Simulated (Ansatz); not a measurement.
Base system: Al2O3 in the corundum structure (space group R-3c, No. 167; a = 4.773 Å, c = 13.013 Å (hexagonal axes)).

Structures relaxed with Kohn–Sham DFT with the PBEsol functional, run in Ansatz (a quantum-chemistry and plane-wave program) with PAW and 420 eV plane waves, spin-orbit coupling left out, earlier PAW set.

Base:

Simulated powder pattern, Mo Kα, λ = 0.71073 Å (kinematic, ideal powder, no thermal factors, no anomalous dispersion; the 14 strongest lines at most, above 2 %, up to 2θ = 40°):

```tsv
2θ (°)	I/Imax (%)	hkl
11.69	50	(012)
15.98	81	(104)
17.13	38	(110)
19.57	90	(113)
23.51	48	(024)
25.58	100	(116)
27.16	7.5	(018)
29.23	41	(214)
29.89	65	(300)
33.27	19	(1 0 10)
33.40	10	(119)
37.65	8.4	(0 2 10)
38.37	9.7	(134)
39.74	19	(226)
```

It is then changed as follows: every O is replaced by N, then cell and atoms are relaxed.

After the change:

Simulated powder pattern, Mo Kα, λ = 0.71073 Å (kinematic, ideal powder, no thermal factors, no anomalous dispersion; the 14 strongest lines at most, above 2 %, up to 2θ = 40°):

```
2θ (°)  d (Å)  I/Imax (%)       hkl
------  -----  ----------  --------
11.28   3.616          33     (012)
15.94   2.564         100     (104)
16.02   2.550          57     (110)
18.77   2.179          69     (113)
22.67   1.808          45     (024)
25.33   1.621          83     (116)
27.73   1.483         7.5     (018)
27.89   1.475          45     (214)
27.94   1.472          72     (300)
32.37   1.275         9.9     (220)
34.13   1.211          15  (1 0 10)
36.28   1.142          16     (134)
37.91   1.094         9.1  (0 2 10)
38.07   1.090          19     (226)
```

The indices refer to each structure's own conventional cell; one index is shown for lines that coincide.

Whether these cells are dynamically stable was not tested. As relaxed here, Al2N3 is a hypothetical phase, not in the database extracts checked. The final runs are not spin-polarised.
